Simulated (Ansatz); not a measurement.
The starting structures come from a database of crystals and need not be the phases stable at ambient conditions.

**Evanescent states of V2Pb3O8 (R-3m, not sure to be the ambient phase, 13 atoms a cell, 14.6 Å³ an atom, -2 GPa at this level) along the normal of (110)**

The numbers are results of r2SCAN (plane waves, PAW; Ansatz, an electronic-structure program), not measurements.

The gap is the functional's own, uncorrected, and κ follows it; spin-orbit coupling is left out. Mid-gap values are interpolated between the computed energies.

Energies count from the valence-band top; κ is the least over a 4×4 mesh across the current.

```tsv
E (eV)	κ (1/Å)	where
0.08	0.129	off Γ
0.24	0.203	off Γ
0.40	0.248	off Γ
0.56	0.279	off Γ
0.72	0.303	off Γ
0.88	0.316	off Γ
1.04	0.325	off Γ
1.20	0.331	off Γ
1.36	0.335	off Γ
1.52	0.337	off Γ
1.68	0.336	off Γ
1.84	0.334	off Γ
2.00	0.330	off Γ
2.16	0.325	off Γ
2.32	0.317	off Γ
2.48	0.307	off Γ
2.64	0.294	off Γ
2.80	0.278	off Γ
2.96	0.256	off Γ
3.12	0.222	off Γ
3.28	0.119	off Γ
```

**Question.** How thick must the barrier be to attenuate the transmission by 10^8 when the electrodes' Fermi level lies at 0.88 eV, and what attenuation does that film give at 3.12 eV?

**Answer.** d = 8 ln 10 / (2 × 0.316) = 29.1 Å. At 3.12 eV it gives 8 × 0.222/0.316 = 5.6 decades.
